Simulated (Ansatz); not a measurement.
Amorphous Si48N60, 108 atoms at 2.93 g/cm³, one PBE-relaxed geometry, zone centre. Methods: PBE, scalar-relativistic without spin-orbit coupling (Ansatz, a first-principles code); r2SCAN, scalar-relativistic without spin-orbit coupling (Ansatz). Plane waves to 420 eV (r2SCAN 500 eV). The usual formal charges leave 12 electrons over, so the level spacing at the Fermi energy parts defect or band states and needn't be the band gap. At PBE the levels at both edges of the gap are localised (band-tail or defect states), and the nearest spread-out levels lie 3.0 eV apart at the zone centre. The higher rungs were started with moments on some atoms, which died out.

The cell was made by melting and quenching with the CHGNet potential and then relaxed with DFT. N atoms were pushed apart under 1.9 Å during the dynamics, to hinder bonds among them. The hot cell started wider than the set density and was brought back towards it in steps. It is the lowest in DFT energy of 2 quenches. It is a model cell: composition and starting density were chosen by hand, and all elements were melted together. No dispersion term was used. Its density started from a set value of 2.93 and ended at 2.93 g/cm³. The quench (nominally 300 K/ps over its main leg) was far faster than any real one, so the model tends to hold more defects than a real film. Values belong to this one cell and scatter from quench to quench. The volume was held where the preparation left it and the shape relaxed, at a PBE pressure of -1.1 GPa (tension). Stress components on the final sampling reach 1.1 GPa.

The relaxation ran on the zone centre alone. At PBE the level spacing at the Fermi energy is 1.77 eV on a 2×2×2 Γ-centred mesh, and the spacing at the zone centre alone 1.81 eV.

**Question.** What zone-centre spacing does r2SCAN give, roughly?

**Answer.** 2.05 eV (+0.24 eV against PBE).

The highest filled and the lowest empty state spread over these numbers of atoms (participation numbers): PBE: 9.2 and 6.4; r2SCAN: 8.7 and 6.1.
